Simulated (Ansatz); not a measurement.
# SrHfO3 (P4mm, No. 99, 5 atoms in the cell; start mp-13108; a measured phase of this formula has another space group)

Computed with HSE06 (Ansatz, a program for electronic structure, plane waves, PAW).

Run with plane-wave cutoff 460 eV, 6×6×6 k mesh, Fermi–Dirac smearing 0.01 eV, scalar-relativistic PAW data made under PBE.

Cell (relaxed with PBEsol):

```yaml
crystal:
  lattice:
    - [4.09889, 0.00000, 0.00000]
    - [0.00000, 4.09889, 0.00000]
    - [0.00000, 0.00000, 4.13294]
  atoms:
    - { symbol: Sr, position: [0.50000, 0.50000, 0.53533] }
    - { symbol: Hf, position: [0.00000, 0.00000, 0.99762] }
    - { symbol: O, position: [0.50000, 0.00000, 0.96327] }
    - { symbol: O, position: [0.00000, 0.50000, 0.96327] }
    - { symbol: O, position: [0.00000, 0.00000, 0.48451] }
```

```json
{
  "band_gap": "5.40 eV (on the SCF k mesh)",
  "smallest_direct_gap_on_the_k_points_sampled": "5.70 eV"
}
```

Note: cell and atoms aren't relaxed at this level (pressure 1.8 GPa).

Spin–orbit coupling is not included.

Computed values are for the static lattice.

Cost on a shared machine: around 7 core-minutes (rough).

A start named mp-… is a Materials Project structure, which need not be a measured phase.
